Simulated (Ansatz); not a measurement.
**How far to go with the plane-wave cutoff: Zn₆Mo (I4mm, 7 atoms in the cell)**

```xyz
7
Lattice="0.0000 3.8252 3.8252 3.8252 0.0000 3.8252 3.8252 3.8252 0.0000" Properties=species:S:1:pos:R:3 pbc="T T T"
Zn     1.9126     1.9126     3.8252
Zn     1.9126     1.9126     0.0000
Zn     3.8252     1.9126     1.9126
Zn     0.0000     1.9126     1.9126
Zn     1.9126     3.8252     1.9126
Zn     1.9126     0.0000     1.9126
Mo     0.0000     0.0000     0.0500
```

Method of the run: LDA (PW92), default PAW files made with PBE (plane waves; Ansatz, a quantum-chemistry and plane-wave program).

Base settings: basis.ecutwfc = 30.9 Ry; kpoints.mp_grid.grid = 4 4 4; hamiltonian.xc = lda; hamiltonian.pseudopotentials = {kind: paw} (the program's default PAW files); scf.occupations.method = fermi_dirac; scf.occupations.width = 0.0073 Ry.

The second cell is the first with its lattice scaled by 0.98.

The mesh stays at the base's, so the ladder's end is converged at best in this setting alone.

The first pressure column holds Ansatz's estimate of the finite-basis (Pulay) stress, which hides part of the cutoff error; the other is without it.

Only quantities that move along the ladder and can be compared are tabulated.

The count of work is k-points × plane waves × bands × iterations; it is no time. 

The starting cell comes from a database of computed structures (which also holds hypothetical and non-ambient phases and stackings), without a prior relaxation at this level. Its lattice was rescaled by up to half a per cent. One atom was moved a little off its site on purpose. Spin polarisation is off. In the base run, with a pressure of about -7 GPa the cell is away from its equilibrium volume at this level.

| basis.ecutwfc | free energy less the last step's (meV/atom) | energy of the compressed cell less the first (meV/atom) | pressure (GPa) | pressure without the Pulay estimate (GPa) | largest difference of a force vector from the last step's (eV/Å) | count of work / last |
|---|---|---|---|---|---|---|
| 10.7 Ry | 33124.86 | 296.28 | 1.78 | -1027.29 | 0.695 | 0.071 |
| 12.5 Ry | 15801.14 | -505.87 | -11.85 | -565.78 | 0.184 | 0.083 |
| 14 Ry | 8315.65 | 117.75 | -14.12 | -340.06 | 0.255 | 0.090 |
| 15.4 Ry | 4516.16 | 41.07 | -9.72 | -212.83 | 0.280 | 0.10 |
| 16.9 Ry | 2295.10 | 11.59 | -6.67 | -128.42 | 0.108 | 0.12 |
| 18.4 Ry | 1095.18 | -25.80 | -2.52 | -74.84 | 0.014 | 0.12 |
| 21.7 Ry | 140.94 | -19.04 | -6.00 | -19.86 | 0.029 | 0.15 |
| 24.6 Ry | 18.82 | -22.15 | -6.68 | -8.93 | 0.006 | 0.18 |
| 27.9 Ry | 2.79 | -22.86 | -6.87 | -7.03 | 0.000 | 0.23 |
| 30.9 Ry | 1.57 | -23.03 | -6.87 | -6.92 | 0.000 | 0.26 |
| 33.8 Ry | 1.12 | -23.02 | -6.87 | -6.89 | 0.000 | 0.30 |
| 37.1 Ry | 0.99 | -23.04 | -6.87 | -6.88 | 0.000 | 0.36 |
| 41.5 Ry | 0.81 | -23.05 | -6.87 | -6.89 | 0.000 | 0.43 |
| 46.3 Ry | 0.46 | -23.06 | -6.87 | -6.90 | 0.000 | 0.50 |
| 54 Ry | 0.12 | -23.06 | -6.87 | -6.88 | 0.000 | 0.62 |
| 61.7 Ry | 0.04 | -23.06 | -6.87 | -6.88 | 0.000 | 0.76 |
| 74.2 Ry | 0.00 | -23.06 | -6.87 | -6.88 | 0.000 | 1.0 |

Coarsest basis.ecutwfc that holds the pressure within 1 GPa of the last step, with all finer ones: 21.7 Ry, at 0.15 of the last step's count of work; the step before is off by 4.4 GPa.

Coarsest basis.ecutwfc that holds the pressure without the Pulay estimate within 1 GPa of the last step, with all finer ones: 27.9 Ry, at 0.23 of the last step's count of work; the step before is off by 2.1 GPa.

Coarsest basis.ecutwfc that holds the energy of the compressed cell less the first within 1 meV/atom of the last step, with all finer ones: 24.6 Ry, at 0.18 of the last step's count of work; the step before is off by 4.0 meV/atom.

The energy difference between the two cells stays within 1 meV/atom of the last step's from 24.6 Ry on, the total only from 37.1 Ry on: much of the error is common to both cells and cancels.

At the lowest cutoff the pressure without the Pulay estimate lies 1020 GPa under the last step's, the usual sign of Pulay stress in an incomplete plane-wave basis.

Keys are those of Ansatz 0.2.
